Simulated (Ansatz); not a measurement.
The starting structures come from a database of crystals and need not be the phases stable at ambient conditions.

Tunnelling through a barrier is set by its complex band structure: the current falls as exp(−2κd) with the smallest κ.

Consider the following.

```
LaF3
1.0
    4.14986     0.00000     0.00000
    0.00000     7.32650     0.00000
    2.07493     0.00000     3.59388
La F
2 6
Direct
  0.66667   0.25000   0.66667
  0.33333   0.75000   0.33333
  0.33333   0.07997   0.33333
  0.66667   0.92003   0.66667
  0.66667   0.57997   0.66667
  0.33333   0.42003   0.33333
  0.00000   0.75000   0.00000
  0.00000   0.25000   0.00000
```

Space group of this cell: P6_3/mmc. The cell is taken as given; by r2SCAN its mean pressure is 0.8 GPa.

Transport runs along the normal of the first two printed cell vectors, the (100) plane of the conventional cell.

The gap is the functional's own, uncorrected, and κ follows it; spin-orbit coupling is left out. Mid-gap values are interpolated between the computed energies.

### Question
State the band gap and the smallest decay constant κ at mid-gap according to r2SCAN in Ansatz (a program for electronic structure).

### Answer
Gap 6.80 eV on a 8×4×8 mesh; κ = 0.562 1/Å, at the zone centre.
